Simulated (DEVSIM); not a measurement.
System: Cr/SiON/p-GaSb capacitor, at 400 K.

```tsv
layer (left to right)	material	thickness (nm)	Na (cm⁻³)
1	SiON	21.0	-
2	GaSb	2800	4.7e16
```

Metal gate on the left, work function 4.5 eV. Fixed charge at the semiconductor interface 0 cm⁻² (in units of +e); no interface traps.

The device is made up for the run: typed textbook-type constants, with dimensions and the other settings drawn at random. Values at 300 K; Nc and Nv go as T^1.5, mobilities as T to minus their exponent, the gap by Varshni's rule with the affinity fixed.

```
parameter         SiON     GaSb
----------------  ----  -------
gap (eV)             7    0.726
affinity (eV)      1.4     4.06
permittivity       5.5     15.7
Nc (cm⁻³)            -   2.1e17
Nv (cm⁻³)            -   1.8e19
Varshni α (eV/K)     -  0.00042
Varshni β (K)        -      140
```

DEVSIM, 1D Poisson equation in equilibrium, Boltzmann statistics, complete ionisation; no quantum confinement or tunnelling. Metal contacts follow the ideal Schottky-Mott rule: no Fermi-level pinning, no interface dipoles.

The temperature was swept, all else fixed.

```tsv
temperature (K)	threshold voltage (band bending 2φF) (V)	minimum of the low-frequency capacitance (μF/cm²)	flat-band voltage (V)
250	0.90	0.0732	-0.18
300	0.86	0.0771	-0.13
350	0.82	0.0836	-0.08
400	0.77	0.0900	-0.03
450	0.72	0.101	0.03
500	0.66	0.112	0.08
```

From the first row to the last the threshold voltage (band bending 2φF) goes from 0.90 to 0.66. From the first row to the last the minimum of the low-frequency capacitance goes from 0.0732 to 0.112.
